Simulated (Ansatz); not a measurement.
Here is the system:

```
CELL_PARAMETERS angstrom
      4.14247     0.00000     0.00000
     -2.07124     3.58748     0.00000
      0.00000     0.00000     6.74002
ATOMIC_POSITIONS crystal
  Cd 0.33333 0.66667 0.99922
  Cd 0.66667 0.33333 0.49922
  S  0.33333 0.66667 0.37578
  S  0.66667 0.33333 0.87578
```

Calculation: r2SCAN with spin-orbit coupling, rigid bands (plane waves, PAW; Ansatz, a first-principles code). Condition of this run: hydrostatic pressure of -0.8 GPa (compression positive) (the target of the relaxation). Cell: cell and atoms relaxed with PBEsol, then loaded as said.

Question: What conductivity effective mass do dilute electrons have at 300 K?

Answer: 0.175 (x), 0.175 (y), 0.162 (z) mₑ.

Question: Predict the hole conductivity mass (n e² τ/σ) at 300 K, by direction if it differs.

Answer: 1.19 (x), 1.19 (y), 1.53 (z) mₑ.

Question: And the band gap?

Answer: 1.65 eV at this level; semilocal functionals usually fall short of the measured gap.

Rigid bands, one relaxation time for all states, no polarons. Geometry: cell and atoms relaxed with PBEsol.
